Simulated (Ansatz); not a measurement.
Take MgO in the rock salt structure (space group Fm-3m, No. 225; a = 4.1592 Å) as the base. Axes: x, y, z lie along the cube axes.

All numbers come from LDA/PAW in Ansatz (an electronic-structure program), spin-orbit coupling left out.

Strains are applied to the cell and any free atomic positions relax.

One change was made to it. Results:

The energy rises by 5.1 meV/atom; the gap character stays direct at Γ; the band gap decreases by 0.149 eV to 4.89 eV.

Name the change that was made.
A. tensor shear ε_xy = +1.14 %
B. tensor shear ε_xy = +1.43 %
C. tensor shear ε_xy = +2.00 %
D. tensor shear ε_xy = +1.71 %

D, tensor shear ε_xy = +1.71 %. For comparison, the energy relative to the base in the other runs: tensor shear ε_xy = +1.14 % gives +2.3 meV/atom; tensor shear ε_xy = +1.43 % gives +3.6 meV/atom; tensor shear ε_xy = +2.00 % gives +6.9 meV/atom.

Stability against distortions was not tested. Labels are those of the standard path for the cell's own space group.
